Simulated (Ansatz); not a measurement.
Be3N2 (Ia-3, No. 206) was calculated with r²SCAN (Ansatz, a first-principles code, PAW).

Numerical settings: plane-wave cutoff 560 eV, 6×6×6 k mesh, Fermi–Dirac smearing 0.01 eV, scalar-relativistic PAW data made under PBE.

Energies at three volumes about the minimum:

| V (Å³/atom) | E − E_lowest (meV/atom) |
|---|---|
| 6.544 | 1.95 |
| 6.678 | 0.00 |
| 6.811 | 1.83 |

Fit a parabola by hand: where is the minimum, what lattice constant follows, and what is the bulk modulus?

Slopes: (0.00 − 1.95)/(6.678 − 6.544) = -14.552 and (1.83 − 0.00)/(6.811 − 6.678) = 13.759 meV/Å³. Curvature E″ = 2 × (13.759 − (-14.552))/(6.811 − 6.544) = 212.067 meV/Å⁶. From the middle of the first interval, the slope vanishes at V0 = 6.6110 − (-14.552)/212.067 = 6.680 Å³/atom. B = V0 E″ = 6.680 × 212.067 meV/Å³ × 0.1602 GPa per meV/Å³ = 227 GPa. With 80 atoms in the cube, a = (80 × 6.680)^(1/3) = 8.115 Å. The full Birch–Murnaghan fit to all volumes gives V0 = 6.678 Å³/atom and B0 = 227 GPa.

Measured, for comparison: equilibrium volume per atom 6.75 Å³/atom (temperature not stated, not corrected to a static lattice, from a published cell, temperature and pressure not stated; literature value). Computed less measured: equilibrium volume per atom -1.0 %. A static lattice is as a rule a little smaller and stiffer than an uncorrected measurement, which can account for part of this in the equilibrium volume per atom.
